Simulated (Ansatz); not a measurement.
Start from AlN in the wurtzite structure (space group P6_3mc, No. 186).

```xyz
4
Lattice="3.0888 0.0000 0.0000 -1.5444 2.6750 0.0000 0.0000 0.0000 4.9433" Properties=species:S:1:pos:R:3 pbc="T T T"
Al     0.0000     1.7833     0.0000
Al     1.5444     0.8917     2.4717
N      0.0000     1.7833     1.8883
N      1.5444     0.8917     4.3599
```

Calculations: LDA (Ansatz, a program for electronic structure; PAW; 420 eV plane waves; spin-orbit coupling left out).

Base values:

- Band gap: 4.42 eV
- Width of the top valence band: 2.44 eV
- Valence-band top at Γ: 0.00, -0.23, -0.23 eV

The change: cell and atoms relaxed at a pressure of 9 GPa.

Task: What happens to the band gap?

Result: The band gap increases by 0.337 eV, from 4.42 eV to 4.75 eV.

Task: Estimate the effect on the width of the top valence band.

Result: The width of the top valence band grows by 0.084 eV to 2.53 eV.

Task: How does this affect the valence-band top at Γ?

Result: The valence-band top at Γ (three highest levels, from the VBM) changes from 0.00, -0.23, -0.23 eV to 0.00, -0.27, -0.27 eV.

Load acts through the strain it causes; cell and atoms are relaxed under it. No phonon test of stability was made. Tetrahedral semiconductors of this kind turn to denser phases somewhere between about 1 and 50 GPa; those were not computed, so compressed cells here can lie past the real transition.
